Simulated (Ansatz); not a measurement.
**SnO: pressure series**

Start from SnO in the litharge type structure (space group P4/nmm, No. 129; a = 3.793 Å, c = 4.764 Å; layered, stacked along the Cartesian z axis).

Cell and atoms are relaxed at each pressure.

Calculations: Kohn–Sham DFT with the r2SCAN+rVV10 functional, run in Ansatz (an electronic-structure program) with PAW and 500 eV plane waves, no spin-orbit coupling.

Candidates:
(a) pressure −1 GPa
(b) pressure 9 GPa
(c) pressure −2 GPa
(d) pressure 30 GPa
(e) pressure 0.9 GPa

For the base:

* **c/a ratio**: 1.256

Question: Order them by c/a ratio, highest first.

Answer: (c) pressure −2 GPa (1.368), (a) pressure −1 GPa (1.288), (e) pressure 0.9 GPa (1.237), (b) pressure 9 GPa (1.179), (d) pressure 30 GPa (1.143)

A case with no gap was solved on a k-mesh chosen for an insulator, which is coarse for it. Load acts through the strain it causes; cell and atoms are relaxed under it. No phonon test of stability was made. Competing high-pressure phases were not computed. All final runs are without spin polarisation.
